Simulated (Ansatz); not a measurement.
Take Ag in the fcc (Cu type) structure (space group Fm-3m, No. 225; relaxed with 0.1 eV smearing) as the base.

```yaml
crystal:
  lattice:
    - [0.00000, 2.00044, 2.00044]
    - [2.00044, 0.00000, 2.00044]
    - [2.00044, 2.00044, 0.00000]
  atoms:
    - { symbol: Ag, position: [0.00000, 0.00000, 0.00000] }
```

Cartesian axes are those of the cell as printed.

Method: Ansatz (a program for electronic structure) LDA, no spin-orbit coupling.

Base values:

The pressure is 0.0 GPa.

Perturbation: biaxial strain +3.00 %, plane normal [001], relaxed out of plane (Cartesian); in-plane vectors clamped, the third vector and the atoms free.

### Question
What does the calculation give for the pressure, out-of-plane strain and energy relative to the base after the change?

### Answer
The pressure (mean of the normal stresses, compression positive) goes from zero to -1.4 GPa; the out-of-plane strain amounts to -4.62 %; the energy rises by 7.3 meV/atom.

Whether these cells are dynamically stable was not tested.
